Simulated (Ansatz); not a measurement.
Take MgAl2H8 (space group P-3m1, No. 164; a cell from a computed database, its experimental status unchecked; layered) as the base.

```
CELL_PARAMETERS angstrom
      5.18600     0.00000     0.00000
     -2.59300     4.49120     0.00000
      0.00000     0.00000     5.78717
ATOMIC_POSITIONS crystal
  Mg 0.00000 0.00000 0.00000
  Al 0.33333 0.66667 0.69335
  Al 0.66667 0.33333 0.30665
  H  0.83409 0.16591 0.19938
  H  0.16591 0.83409 0.80062
  H  0.83409 0.66819 0.19938
  H  0.16591 0.33181 0.80062
  H  0.33181 0.16591 0.19938
  H  0.66819 0.83409 0.80062
  H  0.33333 0.66667 0.41444
  H  0.66667 0.33333 0.58556
```

Cartesian axes are those of the cell as printed.

Level of theory: PBEsol/PAW in Ansatz (a first-principles code), no spin-orbit coupling.

Modification: the cell is stretched by 4.53 % along y with no lateral relaxation, atoms relaxed at fixed cell.

Task: Predict the stress tensor and what it implies for the stiffness.

Result: Stress of the strained cell less that of the base (GPa, compression positive):
```
  -0.97    0.00    0.00
   0.00   -1.61   -0.30
   0.00   -0.30   -0.64
```

Then −Δσ_ii/ε with ε = 0.0453 gives secant stiffness values (nonlinear terms included at this strain): C22 ≈ 36 GPa, C12 ≈ 21 GPa and C23 ≈ 14 GPa.

Whether these cells are dynamically stable was not tested. No dispersion term is included in the PBEsol runs.
